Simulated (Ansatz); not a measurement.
**ZrS2: response to strain**

The parent structure is ZrS$_{2}$ in the CdI2 type structure (space group P-3m1, No. 164; a = 3.6348 Å, c = 5.7196 Å; layered, stacked along the Cartesian z axis). Axes: x lies along a and z along c of the hexagonal cell.

Strains are applied to the cell and any free atomic positions relax; under biaxial strain the out-of-plane vector relaxes too.

Calculations: PBE-D3(BJ)/PAW in Ansatz (a quantum-chemistry and plane-wave program), no spin-orbit coupling.

Candidates:
(a) biaxial strain −3.00 %, plane normal [001], relaxed out of plane
(b) biaxial strain −2.00 %, plane normal [001], relaxed out of plane
(c) biaxial strain +1.00 %, plane normal [001], relaxed out of plane
(d) biaxial strain +1.50 %, plane normal [001], relaxed out of plane

Q: Order them by out-of-plane strain, highest first.

A: (a) biaxial strain −3.00 %, plane normal [001], relaxed out of plane (+1.03 %), (b) biaxial strain −2.00 %, plane normal [001], relaxed out of plane (+0.72 %), (c) biaxial strain +1.00 %, plane normal [001], relaxed out of plane (-0.39 %), (d) biaxial strain +1.50 %, plane normal [001], relaxed out of plane (-0.61 %)

No phonon test of stability was made.
